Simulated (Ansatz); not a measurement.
The starting structures come from a database of crystals and need not be the phases stable at ambient conditions.

 Where the default PAW files enter, the runs use the earlier of Ansatz's two default sets.

Input:

```
CELL_PARAMETERS angstrom
      4.81270     0.00000     0.00000
      0.00000     4.87188     0.00000
      0.86289     0.00000     4.96659
ATOMIC_POSITIONS crystal
  Ti 0.72256 0.55281 0.71315
  Ti 0.27744 0.44719 0.28685
  Ti 0.27744 0.05281 0.78685
  Ti 0.72256 0.94719 0.21315
  O  0.55464 0.25763 0.96677
  O  0.44536 0.74237 0.03323
  O  0.44536 0.75763 0.53323
  O  0.55464 0.24237 0.46677
  O  0.93616 0.67697 0.35156
  O  0.06384 0.32303 0.64844
  O  0.06384 0.17697 0.14844
  O  0.93616 0.82303 0.85156
```

Space group of this cell: P2_1/c. The cell is taken as given; by r2SCAN its mean pressure is -1.4 GPa.

These are r2SCAN (plane waves, PAW; Ansatz, an electronic-structure program) values and carry that method's errors.

The current runs along the normal of the first two printed vectors; no spin-orbit coupling. Scaled by the factor s: both lengths across the current (ions clamped). The meshes follow the cell: 8×6×6 and 6×6 across at s = 0.98, 6×6×6 and 6×6 across at s = 1.00, 6×6×6 and 6×6 across at s = 1.02.

| s | mean pressure (GPa) | slowest mid-gap decay constant κ (1/Å) |
|---|---|---|
| 0.98 | 10.3 | 0.437 |
| 1.00 | -1.4 | 0.423 |
| 1.02 | -11.1 | ? |

Take the slope of the slowest mid-gap decay constant κ against ln s from the two given rows, extrapolate to s = 1.02, and say what the run there gives.

Slope = (0.437 − 0.423) / ln 0.98 = -0.693 1/Å. The line gives 0.423 + (-0.693) × ln 1.02 = 0.409 1/Å. The run gives 0.410 1/Å, 0.001 1/Å over the line, 5 % of the predicted step.
